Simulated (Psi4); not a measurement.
Psi4 1.11, WB97X/def2-svp: W(NH)(NMe)(Br)(OSiH3) (C[N]=[W](=[NH])([Br])[O][SiH3]), 14 atoms. The geometry is a generated start, not checked to be a minimum at this level.

```
Property                                              Value
--------------------------  -------------------------------
task                                                 energy
method                                                wb97x
basis                                              def2-svp
memory                                                 3 GB
maxiter                                                 100
keys of the molecule block                      symmetry c1
scf_type                                       df (default)
e_convergence                               1e-06 (default)
d_convergence                               1e-06 (default)
dft_radial_points                              75 (default)
dft_spherical_points                          302 (default)
effective core potentials   those of the basis set, past Kr
basis functions                                         173
grid points                                          300895
```

```xyz
14

W     -0.7355     0.3126     0.7892
N     -0.9894    -0.9890     1.9871
H     -1.1571    -1.8659     2.4890
N     -1.2133    -0.1444    -0.8741
C     -1.6129    -0.8135    -2.0656
H     -1.2905    -1.8647    -2.0461
H     -2.7062    -0.7936    -2.1686
H     -1.1807    -0.3356    -2.9547
Br    -2.1720     2.1623     1.4178
O      1.0676     0.9671     0.8117
Si     2.6782     0.8580     0.6791
H      2.9720     0.3453    -0.6705
H      3.1514    -0.0599     1.7302
H      3.1884     2.2213     0.8754
```

Charge 0 and multiplicity 1 are set for this test and not shown to be the ground state.

With the defaults (diis = true, scf_initial_accelerator = adiis, damping_percentage = 0, level_shift = 0, level_shift_cutoff = 0.01, guess = auto, which took SAD, soscf = false, soscf_start_convergence = 0.01, diis_max_vecs = 10) it converges in 12 SCF iterations. One run each on 2 threads, with these changes:
- diis = false, scf_initial_accelerator = none, damping_percentage = 60
- level_shift = 0.1, level_shift_cutoff = 0.001
- soscf = true, soscf_start_convergence = 0.001
- damping_percentage = 20
- diis_max_vecs = 6
- diis_max_vecs = 20
- guess = huckel
- diis_max_vecs = 3
- guess = modhuckel

Question: Which runs fail or end elsewhere than the default run?

Answer: No convergence: diis = false, scf_initial_accelerator = none, damping_percentage = 60 (the run ends without SCF convergence in 100 iterations). The rest reach the solution of the defaults.

```csv
setting,SCF iterations,JK calls,end
"soscf = true, soscf_start_convergence = 0.001",9,25,same solution
"level_shift = 0.1, level_shift_cutoff = 0.001",11,12,same solution
the defaults,12,13,same solution
diis_max_vecs = 20,12,13,same solution
guess = modhuckel,13,63,same solution
guess = huckel,13,63,same solution
diis_max_vecs = 6,13,14,same solution
diis_max_vecs = 3,16,17,same solution
damping_percentage = 20,21,22,same solution
"diis = false, scf_initial_accelerator = none, damping_percentage = 60",100,101,no convergence
```

An SOSCF iteration holds several JK calls; a Hückel guess adds calls on atoms. 1 further run of the study ended by our limits or in an error and is left out.
